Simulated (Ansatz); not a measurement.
Base system: SnO in the litharge type structure (space group P4/nmm, No. 129; a = 3.8362 Å, c = 4.7574 Å; layered, stacked along the Cartesian z axis).

Computed with PBE-D3(BJ) (Ansatz, a program for electronic structure), no spin-orbit coupling, earlier PAW set.

One change was made to it. Results:

| quantity | base | after |
|---|---|---|
| c/a ratio | 1.240 | 1.163 |
| lattice parameter a | 3.836 Å | 3.721 Å |

Name the change that was made.
A) pressure 4.5 GPa
B) pressure −2 GPa
C) pressure 9 GPa

C, pressure 9 GPa. For comparison, the lattice parameter a in the other runs: pressure 4.5 GPa gives 3.771 Å; pressure −2 GPa gives 3.870 Å.

Load acts through the strain it causes; cell and atoms are relaxed under it. Stability against distortions was not tested. Competing high-pressure phases were not computed. All final runs are without spin polarisation.
